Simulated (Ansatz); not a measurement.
**CsCl-type PdIn**

These are r²SCAN+SOC (plane waves, PAW; Ansatz, an electronic-structure program) values and carry that method's errors.

Settings: plane-wave cutoff 560 eV, 18×18×18 k mesh, Fermi–Dirac smearing 0.05 eV, PAW data made under PBE.

Cell: relaxed at this level.

```yaml
volume_per_atom: 17.43 Å³/atom
bulk_modulus: 133 GPa
lattice_constant_a: 3.266 Å
band_gap: none
pressure derivative B′ of the bulk modulus: 5.5
```

The computed numbers hold no vibrational or temperature effects.
